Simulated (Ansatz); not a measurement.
## GePd (model structure, started from the CsCl type, Pm-3m, No. 221, 2 atoms in the cell)

Calculation: r²SCAN (Ansatz, a program for electronic structure, PAW).

Numerical settings: plane-wave cutoff 560 eV, 18×18×18 k mesh, Fermi–Dirac smearing 0.05 eV, scalar-relativistic PAW data made under PBE.

Cell (relaxed at this level):

Space group Pm-3m (No. 221); a = b = c = 3.140 Å, α = β = γ = 90.00°

```tsv
atom	site	symmetry	x	y	z
Pd	1a	m-3m	0.0000	0.0000	0.0000
Ge	1b	m-3m	0.5000	0.5000	0.5000
```

```yaml
band_gap: none
bulk modulus B0: 135 GPa
```

Note: the bulk modulus is −V dP/dV from two relaxed cells at ±2 % in volume; the relaxation could raise the start's symmetry but not lower it, so the cell can be a saddle point.

Spin–orbit coupling is not included.

The result took about 110 core-seconds (a rough figure).

A model structure was made by putting elements into a prototype or built by hand; it is no filed structure, need not be a known phase, and can be a saddle point held by its symmetry.
